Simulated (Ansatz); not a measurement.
The reference is Ce in the fcc (Cu type) structure (space group Fm-3m, No. 225; relaxed with 0.1 eV smearing).

```
Ce
1.0
    0.00000     2.29488     2.29488
    2.29488     0.00000     2.29488
    2.29488     2.29488     0.00000
Ce
1
Direct
  0.00000   0.00000   0.00000
```

Computed with Ansatz (an electronic-structure program), PBEsol, PAW, cutoff 420 eV, without spin-orbit coupling, earlier PAW set.

For the base:

```
Quantity    Value
--------  -------
Pressure  0.0 GPa
Band gap     zero
```

One thing is altered: every lattice vector is shortened by 1.95 %, atoms relaxed at fixed cell.

Task: Predict the new pressure.

Result: The pressure goes from zero to 3.2 GPa.

Task: What happens to the band gap?

Result: The band gap stays zero.

Open 4f shells without U are poorly described, and the f state was not checked. The cells carry an imposed strain or load. No phonon test of stability was made. Seeded moments were not kept for the base. All final runs are without spin polarisation.
